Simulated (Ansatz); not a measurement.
# WSi2 with two functionals, biaxial strain −0.74 %, plane normal [001], relaxed out of plane

Consider WSi₂ (space group I4/mmm, No. 139; a = 3.2289 Å, c = 7.8697 Å; relaxed with 0.1 eV smearing). Axes: x, y, z lie along a, b, c of the conventional cell.

(Cell as relaxed with PBE.)

Levels (all Ansatz, an electronic-structure program, PAW): PBE (420 eV, no spin-orbit coupling); r2SCAN (500 eV, no spin-orbit coupling).

Each level relaxes its own structure.

```json
[
 {"base": "volume per atom", "PBE": "13.67 Å³", "r2SCAN": "13.42 Å³"},
 {"base": "lattice parameter a", "PBE": "3.229 Å", "r2SCAN": "3.211 Å"},
 {"base": "band gap", "PBE": "zero", "r2SCAN": "zero"}
]
```

Perturbation: compressive biaxial strain of 0.74 % in the plane normal to [001], as in epitaxy on a mismatched substrate; the out-of-plane cell vector and the atoms relax.

```tsv
quantity	PBE	r2SCAN
pressure (mean of the normal stresses, compression positive)	2.5 GPa	___
shortest interatomic distance	2.615 Å	___
out-of-plane strain	+0.27 %	___
```

Problem. What does r2SCAN give?

Solution. 
- pressure (mean of the normal stresses, compression positive), r2SCAN: 2.7 GPa
- shortest interatomic distance, r2SCAN: 2.588 Å
- out-of-plane strain, r2SCAN: +0.26 %

PBE's pressure lies 0.2 GPa below r2SCAN's; PBE's shortest interatomic distance lies 0.027 Å above r2SCAN's (1.0 %). Neither level is exact; r2SCAN is the comparison here, not a measurement.

Whether these cells are dynamically stable was not tested. All final runs are without spin polarisation.
